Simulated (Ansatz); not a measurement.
System: MgZn2 (P6₃/mmc, No. 194). Method: PBEsol (PAW; Ansatz, a program for electronic structure).

Numerical settings: plane-wave cutoff 520 eV, 12×12×8 k mesh (along the axes of the cell as run), Fermi–Dirac smearing 0.05 eV, scalar-relativistic PAW data made under PBE.

Properties against volume:

Shape and atoms are relaxed at each volume.

```tsv
V (Å³/atom)	P (GPa)	c (Å)	a (Å)
15.231	3.29	8.267	5.053
15.548	1.55	8.320	5.089
15.865	0.00	8.373	5.124
16.182	-1.39	8.426	5.159
16.500	-2.62	8.475	5.194
```

Note: the volume lies 6 % below that of the published cell; the bulk modulus comes from volumes at which shape and atoms were relaxed.
